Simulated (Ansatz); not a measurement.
The starting structures come from a database of crystals and need not be the phases stable at ambient conditions.

 Where the default PAW files enter, the runs use the earlier of Ansatz's two default sets.

Tunnelling through a barrier is set by its complex band structure: the current falls as exp(−2κd) with the smallest κ.

Input:

```
CELL_PARAMETERS angstrom
      6.34441     0.00000     0.00000
     -3.17220     5.49442     0.00000
      3.17220     1.83147     5.18019
ATOMIC_POSITIONS crystal
  Cs 0.50000 0.25000 0.25000
  Cs 0.50000 0.75000 0.75000
  H  0.36628 0.18314 0.81686
  H  0.63372 0.81686 0.18314
  H  0.00000 0.18314 0.81686
  H  0.00000 0.81686 0.18314
  H  0.00000 0.81686 0.81686
  H  0.00000 0.18314 0.18314
  Pt 0.00000 0.00000 0.00000
```

Space group of this cell: Fm-3m. The cell is taken as given.

Transport runs along the normal of the first two printed cell vectors, the (111) plane of the conventional cell.

The gap is the functional's own. No spin-orbit coupling. Mid-gap values are interpolated on the energy grid.

Task: Predict the band gap and the smallest decay constant κ at mid-gap from r2SCAN in Ansatz (a program for electronic structure).

Result: Gap 4.24 eV on a 8×8×8 mesh; κ = 0.465 1/Å, at the zone centre.
